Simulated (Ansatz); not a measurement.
Cubic perovskite BaZrO3 was calculated with PBE-D4 (plane waves, PAW; Ansatz, a quantum-chemistry and plane-wave program).

Run with plane-wave cutoff 500 eV, 8×8×8 k mesh, gaussian smearing 0.02 eV, scalar-relativistic PAW data made under PBE.

Computed at the level's own relaxed cell.

Problem. Predict the equilibrium volume per atom, lattice parameter a and band gap.

Solution. 
- equilibrium volume per atom: 14.89 Å³/atom
- lattice parameter a: 4.207 Å
- band gap: 3.21 eV (on the SCF k mesh)

Measured, for comparison: band gap 5.3 eV (temperature not stated, no zero-point or thermal correction, first of three measured values (5.3, 4.86, 4.8), our sources range from 4.86 to 5.30; as tabulated in Lindman et al. (2015), arXiv:1503.06612); equilibrium volume per atom 14.72 Å³/atom, lattice constant a 4.191 Å (temperature not stated, no zero-point or thermal correction; as tabulated in Evaestov et al. (2010), arXiv:1010.1170). Computed (rounded) less measured: equilibrium volume per atom +1.2 %, lattice constant a +0.4 %.

Spin–orbit coupling is not included.

Static lattice: no zero-point or thermal effects.

Cost on a shared machine: about 17 core-seconds (a rough figure).
